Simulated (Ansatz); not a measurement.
## The (000-1) surface of wurtzite CdS, from a spin-polarised start, S-terminated, 2x2 S vacancy (bottom of the slab: 2 H on 4 bottom sites)

All values below come from PBE (plane waves to 420 eV, PAW; Ansatz, a first-principles code).

Model: 33-atom slab, 12.9 Å thick at the start with caps and adatoms (thin: gaps and levels are the slab's own), 3x3x1 mesh, Fermi-Dirac 0.025 eV, dipole correction, 8 atoms held, the rest relaxed; symmetry of the start imposed; spin-polarised from one start with parallel moments (other orders not tried), no spin-orbit, no U. The starting moment vanished. It is one candidate, not shown to be the stable structure of the face.

```json
{
  "gap_of_the_slab_on_its_k_mesh": "1.50 eV",
  "highest_filled_level_below_the_top_vacuum_level": "6.44 eV",
  "energy_released_by_relaxation": "2.25 eV",
  "magnetic_moment_of_the_cell": "0.00 μB",
  "cost": "around 23 core-minutes (rough)"
}
```
